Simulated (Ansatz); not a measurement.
Si3P4 (model structure, started from the beta Si3N4 type, P6₃/m, No. 176, 14 atoms in the cell) was calculated with PBE in Ansatz (PAW).

Numerical settings: plane-wave cutoff 520 eV, 6×6×16 k mesh (along the axes of the cell as run), Fermi–Dirac smearing 0.05 eV, scalar-relativistic PAW data made under PBE.

Cell (relaxed at this level):

```cif
data_P8Si6
_chemical_formula_sum 'Si6 P8'
_space_group_name_H-M_alt 'P63/m'
_space_group_IT_number 176
_space_group_name_Hall '-P 6c'
_cell_length_a 9.79392
_cell_length_b 9.79392
_cell_length_c 3.67704
_cell_angle_alpha 90.000
_cell_angle_beta 90.000
_cell_angle_gamma 120.000
loop_
_atom_site_label
_atom_site_type_symbol
_atom_site_symmetry_multiplicity
_atom_site_Wyckoff_symbol
_atom_site_fract_x
_atom_site_fract_y
_atom_site_fract_z
_atom_site_occupancy
Si1 Si 6 h 0.22855 0.40303 0.25000 1
P1 P 6 h 0.36970 0.02631 0.25000 1
P2 P 2 c 0.33333 0.66667 0.25000 1
```

Problem. Give the computed band gap, smallest direct gap on the k points sampled and direct gap at Γ.

Solution. 
- band gap: 0.02 eV (under three smearing widths, so not firm)
- smallest direct gap on the k points sampled: 0.07 eV (under three smearing widths, so not firm)
- direct gap at Γ: 0.09 eV (under three smearing widths, so not firm)

Note: the relaxation could raise the start's symmetry but not lower it, so the cell can be a saddle point.

Static lattice: no zero-point or thermal effects.

The result took very roughly 13 core-minutes.

A model structure was made by putting elements into a prototype or built by hand; it is no filed structure, need not be a known phase, and can be a saddle point held by its symmetry.

Ansatz is a first-principles code.
